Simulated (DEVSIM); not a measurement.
Device: abrupt Ge p-n junction, at 350 K.

| layer (left to right) | material | thickness (μm) | Nd (cm⁻³) | Na (cm⁻³) | τn (s) | τp (s) |
|---|---|---|---|---|---|---|
| 1 | Ge | 7.50 | - | 6.2e15 | 2.8e-6 | 2.8e-6 |
| 2 | Ge | 65.0 | 2.6e14 | - | 2.8e-6 | 2.8e-6 |

Left contact: ohmic. Right contact: ohmic. Voltage is applied to the left contact. Recombination: SRH at mid-gap, radiative. Mobility is μmin + (μ − μmin)/(1 + (N/Nref)^α).

Constants are typed, rounded textbook-type inputs, not results; the design itself was drawn at random and stands for no fabricated device. Values at 300 K; Nc and Nv go as T^1.5, mobilities as T to minus their exponent, the gap by Varshni's rule with the affinity fixed.

```
parameter               Ge
----------------  --------
gap (eV)             0.664
affinity (eV)            4
permittivity            16
Nc (cm⁻³)          1.04e19
Nv (cm⁻³)             6e18
μn (cm²/Vs)           3900
μp (cm²/Vs)           1900
μn,min                 150
μp,min                 100
Nref,n              2.6e17
Nref,p                4e17
αn                    0.56
αp                     0.6
T exponent of μn      1.66
T exponent of μp      2.33
B (cm³/s)          6.4e-14
Varshni α (eV/K)  0.000477
Varshni β (K)          235
```

Model (solved in DEVSIM): 1D drift-diffusion, Boltzmann statistics, complete ionisation; no tunnelling, impact ionisation, image-force lowering or self-heating.

The minority lifetime in layer 2 was swept, all else fixed.

```tsv
minority lifetime in layer 2 (s)	dark forward voltage at 100 A/cm² (V)
8.4e-8	0.608
2.8e-7	0.607
8.4e-7	0.606
2.8e-6	0.603
8.4e-6	0.600
2.8e-5	0.598
8.4e-5	0.598
```

From the first row to the last the dark forward voltage at 100 A/cm² goes from 0.608 to 0.598.
